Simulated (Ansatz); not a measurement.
# Y: uniaxial strain ε_zz = −2.00 %

The parent structure is Y in the hcp (Mg type) structure (space group P6_3/mmc, No. 194; a = 3.594 Å, c = 5.610 Å; relaxed with 0.1 eV smearing). Axes: x lies along a and z along c of the hexagonal cell.

One thing is altered: the cell is compressed by 2.00 % along z with no lateral relaxation, atoms relaxed at fixed cell.

All numbers come from Ansatz (an electronic-structure program), PBEsol, PAW, cutoff 420 eV, no SOC. Γ-centred 18×18×11 mesh, Fermi–Dirac width 0.1 eV.

```tsv
quantity	base	changed	shift
volume per atom	31.38 Å³	30.75 Å³	-0.63 Å³
space group	P6_3/mmc (No. 194)	P6_3/mmc (No. 194)	–
shortest interatomic distance	3.489 Å	3.444 Å	-0.045 Å
energy relative to the base (free energy F)	0 meV/atom	+3.3 meV/atom	+3.3 meV/atom
pressure (mean of the normal stresses, compression positive)	0.0 GPa	0.9 GPa	+0.9 GPa
band gap	zero	zero	–
stress (xx, yy, zz, yz, xz, xy; compression positive)	–	(0.5, 0.5, 1.7, 0.0, 0.0, 0.0) GPa	–
```

No phonon test of stability was made. All final runs are without spin polarisation.
